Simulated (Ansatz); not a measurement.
The reference is Be₂C (space group Fm-3m, No. 225; a = 4.3106 Å). Axes: x, y, z lie along the cube axes.

Calculations: plane-wave PAW DFT at the PBEsol level (Ansatz, a quantum-chemistry and plane-wave program, 420 eV), without spin-orbit coupling.

Before the change:

| Property | Value |
|---|---|
| Pressure | 0.1 kbar |
| Band gap | 1.08 eV |
| Shortest interatomic distance | 1.867 Å |

It is then changed as follows: biaxial strain −0.50 %, plane normal [001], relaxed out of plane (Cartesian); in-plane vectors clamped, the third vector and the atoms free.

Question: How does this affect the pressure?

Answer: The pressure (mean of the normal stresses, compression positive) increases by 20.26 kbar (0.1 kbar → 20.3 kbar).

Question: What happens to the band gap?

Answer: The band gap shrinks by 0.04 eV, from 1.08 eV to 1.04 eV.

Question: Estimate the effect on the shortest interatomic distance.

Answer: The shortest interatomic distance decreases by 0.006 Å to 1.861 Å.

Question: What does the calculation give for the energy relative to the base after the change?

Answer: The energy grows by 0.6 meV/atom.

Whether these cells are dynamically stable was not tested.
